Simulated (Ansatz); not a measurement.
The structure below was relaxed with PBE/PAW in Ansatz (a quantum-chemistry and plane-wave program), no SOC, at pressure 4.2 GPa.

```xyz
4
Lattice="4.2660 0.0000 0.0000 -2.1330 3.6944 0.0000 0.0000 0.0000 6.9821" Properties=species:S:1:pos:R:3 pbc="T T T"
Cd     2.1330     1.2315     0.0002
Cd     0.0000     2.4630     3.4912
Se     2.1330     1.2315     4.3651
Se     0.0000     2.4630     0.8740
```

Task: Find the space group and the Wyckoff positions.

Result: Space group P6₃mc (No. 186); a = 4.266 Å, b = 4.266 Å, c = 6.982 Å, α = 90.00°, β = 90.00°, γ = 120.00°

```
atom  site  symmetry       x       y       z
----  ----  --------  ------  ------  ------
Cd      2b       3m.  0.6667  0.3333  0.0000
Se      2b       3m.  0.3333  0.6667  0.1252
```

Load acts through the strain it causes; cell and atoms are relaxed under it. Stability against distortions was not tested. Measured, CdSe leaves this structure (for rock salt) near 2.72 GPa (temperature not stated; as listed in Datta, Sujoy, Jana, Debnarayan, arXiv (2020)), on rising pressure, with hysteresis. The cell was made from CdSe in the wurtzite structure (space group P6_3mc, No. 186) by this change: pressure 4.2 GPa.
